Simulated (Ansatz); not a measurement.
ZrC: stress against strain

ZrC (rock salt, Fm-3m, 12.723 Å³/atom at rest) under an equal strain ε in the (111) plane with the normal axis free, as in a coherent film. PBEsol in Ansatz, a plane-wave DFT program (PAW, default set), 420 eV, 21×21×21 Γ-centred mesh, Fermi-Dirac smearing 0.10 eV; ions are relaxed within the symmetry of each cell. Stress is positive for a compressed cell.

Here s stands for strain and y for stress xx.

```
strain (%)  stress xx (GPa)
----------  ---------------
-2.50                     ?
-1.25                  6.50
-0.83                  4.25
-0.42                  2.12
0.00                   0.00
0.42                  -2.06
0.83                  -4.01
1.25                  -5.95
```

Question: Using a straight line, estimate the missing y at s = -2.50 from the other rows, showing the fit.

Answer: Means: s 0, y 0.121. About the means, the sum of products is -24.174 and the sum of squares of s is 4.8556; the slope is their ratio. Least squares gives y = 0.121 - 4.9786·s. Residuals (row less fit): 0.156, -0.003, -0.092, -0.121, -0.090, 0.001, 0.152; standard error 0.125 (degrees of freedom: 5). The slope gives the biaxial elastic modulus of this plane = 498 ± 6 GPa. At the withheld row, y = 0.121 - 4.9786 × (-2.50) = 12.568 GPa. The calculation gives 13.56 GPa, 0.992 GPa above the prediction (5.1 % of the range of y in the table). The row lies outside the fitted rows, so this is an extrapolation. From the scatter of the fitted rows alone, a prediction at this place has a standard error of 0.196 GPa, so the miss is 5.1 times that.

One order more, fitted to all 13 runs of the series, follows each within 0.01, so the miss is the next term of a smooth law. In a metal these values are sensitive to mesh and smearing; energies are taken to zero smearing, stresses follow the free energy. Rows are the converged runs of the series near zero and its far end; series whose fitted rows scatter by over a few per cent of the range, as at a crossing or softening among them, aren't shown in this form. Most that stay on the fit to the last digits aren't either.
